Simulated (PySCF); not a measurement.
PySCF 2.14.0, R2SCAN/def2-svpd, df: Hf(Cl)2(NH2)2 ([NH2][Hf]([NH2])([Cl])[Cl]), 9 atoms. The geometry is a generated start, not checked to be a minimum at this level.

| Quantity | Result |
|---|---|
| task | energy |
| method | r2scan |
| basis | def2-svpd |
| two-electron scheme | density fitting |
| mol.max_memory | 3000 MB |
| mf.max_cycle | 100 |
| mf.init_guess | minao (default) |
| mf.DIIS | CDIIS (default) |
| mf.diis_space | 8 (default) |
| mf.conv_tol | 1e-09 (default) |
| mf.grids.level | 3 (default) |
| effective core potentials | those of the basis set, past Kr |
| basis functions | 161 |
| grid points | 128592 |

```xyz
9

Hf     0.6612     0.0409     0.3623
Cl     2.6659    -0.3986    -0.6471
Cl     1.1031     0.5733     2.5441
N     -0.3778     1.5559    -0.4269
H     -1.1327     1.9720     0.1235
H     -0.6936     1.5562    -1.3987
N     -0.4613    -1.5806     0.0453
H     -0.2940    -2.1284    -0.8021
H     -1.4708    -1.5907     0.1996
```

Charge 0 and multiplicity 1 are set for this test and not shown to be the ground state.

One run each on 2 threads, 1 BLAS thread. Values of level_shift (Hartree) tried: 0 (default), 0.1, 0.3, 1.

### Question
Predict the course of the Fock builds along this series.

### Answer
Fewest Fock builds, within one of each other: 0 (default) with 14, 0.1 with 13. The count rises to 38 at 1. All converge to one solution.

| level_shift (Hartree) | Fock builds | end |
|---|---|---|
| 0 (default) | 14 | same solution |
| 0.1 | 13 | same solution |
| 0.3 | 16 | same solution |
| 1 | 38 | same solution |
